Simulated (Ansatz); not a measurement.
**PbO$_{2}$ (space group Pbcn, No. 60)**

Space group Pbcn (No. 60); a = 5.064 Å, b = 5.935 Å, c = 5.480 Å, α = 90.00°, β = 90.00°, γ = 90.00°

```csv
atom,site,symmetry,x,y,z
Pb,4c,.2.,0.0000,0.3186,0.2500
O,8d,1,0.2651,0.0915,0.4306
```

Level of theory: PBEsol (Ansatz, a first-principles code), no spin-orbit coupling. k-mesh 8×7×7 (Γ-centred); smearing 0.05 eV (Fermi–Dirac).

Volume per atom: 13.72 Å³
Density: 9.65 g/cm³
Band gap: zero
Total energy: -4291.379 eV/atom (σ→0; compares only within this code and set-up)

Spin-orbit coupling, missing from the scalar runs, can matter with Pb. Whether these cells are dynamically stable was not tested. The final runs are not spin-polarised. A zero or small gap of PbO2 can be the functional's error rather than a property of the material.
